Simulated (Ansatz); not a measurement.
**O on the 1x1 (100) surface of beta Ga2O3 (cut with top plane Ga + 2 O), one in a 1x1 cell, started at the site 'top O #2'**

Host crystal: beta Ga2O3, with a band gap (PBE, scalar-relativistic without spin-orbit coupling).

Method: PBE (plane waves to 420 eV, PAW; Ansatz, an electronic-structure program).

Model: 21-atom slab, 10.2 Å thick at the start under the adsorbate (thin: gaps and levels are the slab's own), 6x4x1 mesh, Fermi-Dirac 0.01 eV, dipole correction, 10 atoms held, the rest relaxed; start symmetry kept, larger cells not searched; spin-polarised, no spin-orbit, no U, no dispersion correction. The starting moment vanished. At the end it is bonded to 2 Ga + O. In PBE it is, or lies within 0.03 eV of, the lowest of the starts that converged.

```yaml
energy of the end state, in which the adsorbate paired with a surface O atom, against ½ O2(g): 2.06 eV
gap_of_the_slab_on_its_k_mesh: 1.33 eV
highest_filled_level_below_the_top_vacuum_level: 6.96 eV
change_of_the_step_from_the_bottom_to_the_top_vacuum_level_against_the_clean_slab: 0.75 eV
energy_released_by_relaxation: 1.18 eV
height of the binding atom over the mean of the host atoms within 0.3 Å of the top one: 1.096 Å
magnetic_moment_of_the_cell: 0.00 μB
largest_move_of_a_host_atom: 0.35 Å
caution: the clean host was not checked against rearrangement in a larger or rattled cell
cost: roughly 21 core-minutes
```

A negative adsorption energy means that the adsorbate is more stable on the surface than in its reference.
